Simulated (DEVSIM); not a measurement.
Device: Si p-n junction from an implanted or diffused profile, at 300 K.

Layer 1 from the left is Si, thickness (μm) 18.0, Nd (cm⁻³) 1e15, τn (s) 1e-7, τp (s) 1e-7.

Added acceptor profile: 3.4e16 cm⁻³ × exp(−(x − 0 μm)²/(2·(0.22 μm)²)). Left contact: ohmic. Right contact: ohmic. Voltage is applied to the left contact. Recombination: SRH at mid-gap, radiative, Auger. Gap narrowing is on: ΔEg = 6.92 meV × (l + √(l² + 0.5)), l = ln(N/1.3e17 cm⁻³), shared equally by both band edges. Mobility is constant in doping.

The device is made up for the run: typed textbook-type constants, with dimensions and the other settings drawn at random. Values at 300 K.

Si: gap (eV) 1.124, affinity (eV) 4.05, permittivity 11.7, Nc (cm⁻³) 2.86e19, Nv (cm⁻³) 3.1e19, μn (cm²/Vs) 1417, μp (cm²/Vs) 470, B (cm³/s) 4.7e-15, Cn (cm⁶/s) 2.8e-31, Cp (cm⁶/s) 9.9e-32.

Model (solved in DEVSIM): 1D drift-diffusion, Boltzmann statistics, complete ionisation; no tunnelling, impact ionisation, image-force lowering or self-heating.

### Question
What does the simulation give for the potential step across the device at zero bias, the dark forward voltage at 100 A/cm², the dark forward voltage at 1 A/cm²?

### Answer
potential step across the device at zero bias 0.681 V; dark forward voltage at 100 A/cm² 0.888 V; dark forward voltage at 1 A/cm² 0.542 V.
